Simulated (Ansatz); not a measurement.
We consider A15 Nb3Sn (cubic form, which distorts at low temperature), described by PBE+SOC in Ansatz (plane waves, PAW).

Input file:

Ansatz 0.2 input:
```yaml
crystal:
  lattice:
    - [-5.2821, 0.0, 0.0]
    - [0.0, -5.2821, 0.0]
    - [0.0, 0.0, -5.2821]
  atoms:
    - { symbol: Nb, position: [0.25, 0.0, 0.5] }
    - { symbol: Nb, position: [0.5, 0.25, 0.0] }
    - { symbol: Nb, position: [0.5, 0.75, 0.0] }
    - { symbol: Nb, position: [0.75, 0.0, 0.5] }
    - { symbol: Nb, position: [0.0, 0.5, 0.75] }
    - { symbol: Nb, position: [0.0, 0.5, 0.25] }
    - { symbol: Sn, position: [0.5, 0.5, 0.5] }
    - { symbol: Sn, position: [0.0, 0.0, 0.0] }
basis:
  ecutwfc: 520
  ecutrho_ratio: 4
  xc_grid: 2
kpoints:
  mp_grid: { grid: [10, 10, 10] }
hamiltonian:
  xc: pbe
  dispersion: none
  pseudopotentials: { kind: paw }
scf:
  occupations: { method: fermi_dirac, width: 0.05 }
  convergence: { dr2_threshold: 0.0000000008 }
output:
  forces: true
  stress: true
  eigenvalues: true
magnetization:
  noncollinear: true
  spin_orbit: true
```

From the output:

```
Crystal: 8 atoms, lattice volume = 147.374 Å³
Basis set: ecut = 520 eV, 3911 PW (Γ), exchange–correlation on 80×80×80 points (8 copies of the dense FFT grid, shifted against one another)
Bands: 128, of which v1, the nominal top of the filled ones, is band 106 counted from 1 (105 counted from 0)
Symmetry: 48 space group operations + 48 with time reversal
k-points: 56 of 1000
Initial density: superposition of atomic densities (chi_scale 0.1, normalization cell, long waves kept (reshape's long-wave potential 0.00 eV rms))
Functional: x = pbe(κ = 0.804, μ = 0.2195149727645171), c = pbe(β = 0.06672455060314922)
spin=Noncollinear: Kerker preconditioning applied to the charge; magnetization (m_x, m_y, m_z) channels mix plain (no charge-response kernel on spin).
SCF 1 converged in 9 iterations: F = -39373.841641 eV  dr2 = 1.45e-10
SCF converged after 9 iterations
Free energy (F): -39373.841641 eV
Internal energy: -39373.730568 eV  (E = F + TS)
E sigma→0 (E₀):  -39373.786105 eV
Fermi energy:    17.285812 eV
--- Forces (eV/Å), atoms counted from 1 ---
  atom   1  Nb    -0.00000000    -0.00000000     0.00000000
  atom   2  Nb    -0.00000000     0.00000000     0.00000000
  atom   3  Nb     0.00000000    -0.00000000     0.00000000
  atom   4  Nb     0.00000000     0.00000000     0.00000000
  atom   5  Nb    -0.00000000     0.00000000    -0.00000000
  atom   6  Nb    -0.00000000    -0.00000000    -0.00000000
  atom   7  Sn    -0.00000000     0.00000000     0.00000000
  atom   8  Sn    -0.00000000     0.00000000     0.00000000
--- Stress (GPa, compression-positive) ---
        3.534953       0.000000       0.000000
        0.000000       3.534953       0.000000
        0.000000       0.000000       3.534953
  P = ⅓ Tr σ = 3.5350 GPa (35.350 kbar)
```

Note: symmetry holds this phase in the static calculation, where it need not be a minimum. Note: cell and atoms aren't relaxed at this level (pressure 3.5 GPa).

Ansatz is a first-principles code.
